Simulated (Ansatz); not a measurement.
Start from NbN in the rock salt structure (space group Fm-3m, No. 225; a = 4.380 Å).

The other end (x = 1) is VN in the rock salt structure (space group Fm-3m, No. 225): 8.45 Å³/atom, gap zero.

The values are results of PBEsol (Ansatz, a quantum-chemistry and plane-wave program; PAW; 420 eV plane waves; without spin-orbit coupling), not measurements.

V replaces a fraction x of Nb; each row is one arrangement (x, atoms in the cell, starting space group or random), fully relaxed.

One change was made to it. Results:

| quantity | base | after |
|---|---|---|
| mean first-shell distances | – | Nb–N 2.114 Å (end compound 2.190 Å), V–N 2.094 Å (end compound 2.037 Å) |
| volume per atom | 10.50 Å³ | 9.26 Å³ |
| mixing energy (to 0.01 eV only: unlike meshes or grids) | – | +0.04 eV/atom |

Which change produced these results?
A) x(V) = 0.5, 8 atoms, Pmmn
B) x(V) = 0.25, 8 atoms, Pm-3m
C) x(V) = 0.667, 6 atoms, I4/mmm

C, x(V) = 0.667, 6 atoms, I4/mmm. For comparison, the mean first-shell distances in the other runs: x(V) = 0.25, 8 atoms, Pm-3m gives Nb–N 2.162 Å (end compound 2.190 Å), V–N 2.162 Å (end compound 2.037 Å); x(V) = 0.5, 8 atoms, Pmmn gives Nb–N 2.162 Å (end compound 2.190 Å), V–N 2.090 Å (end compound 2.037 Å).

Other magnetic orders, which the real material may have, were not ruled out. Each cell is one ordered arrangement of few atoms, which overstates ordering effects compared with a random alloy. Stability against distortions was not tested. Starting moments died away, wholly or in part, for x(V) = 0.667, 6 atoms, I4/mmm, Nb → V and x(V) = 0.5, 8 atoms, Pmmn; another magnetic solution may exist. Spin-polarised in the final run: Nb3VN4; the other runs are not.
